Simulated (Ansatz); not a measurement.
**Hypothetical Fm-3m MoTe2: uniaxial strain ε_xx = +2.97 %**

Consider MoTe$_{2}$ (space group Fm-3m, No. 225; a = 6.639 Å; a hypothetical phase, not in the database extracts checked). Axes: x, y, z lie along the cube axes.

It is then changed as follows: uniaxial strain ε_xx = +2.97 %, all other strain components held at zero, atoms relaxed at fixed cell.

Level of theory: Ansatz (a quantum-chemistry and plane-wave program), r2SCAN, PAW, cutoff 500 eV, without spin-orbit coupling. k-mesh 12×12×12 (Γ-centred); smearing 0.05 eV (Fermi–Dirac).

The volume per atom rises by 0.72 Å³, from 24.39 Å³ to 25.11 Å³ and the space group goes from Fm-3m (No. 225) to I4/mmm (No. 139). The shortest interatomic distance rises by 0.029 Å (2.875 Å → 2.904 Å) and the energy goes up by 7.6 meV/atom. The pressure (mean of the normal stresses, compression positive) goes from zero to -2.6 GPa and the band gap is still zero. The stress (xx, yy, zz, yz, xz, xy; compression positive) amounts to (-3.5, -2.1, -2.1, 0.0, 0.0, 0.0) GPa (rough).

Final structure:

```
CELL_PARAMETERS angstrom
      0.00000     3.31970     3.31970
      3.41830     0.00000     3.31970
      3.41830     3.31970     0.00000
ATOMIC_POSITIONS crystal
  Mo 0.00000 0.00000 0.00000
  Te 0.25000 0.25000 0.25000
  Te 0.75000 0.75000 0.75000
```

Without a gap, meshes like the base's 12×12×12 leave anisotropic stresses uncertain by several tenths of a GPa, and small strain energies with them. No phonon test of stability was made. All final runs are without spin polarisation. MoTe2 has a high density of states at the Fermi level and may be magnetic at this level.
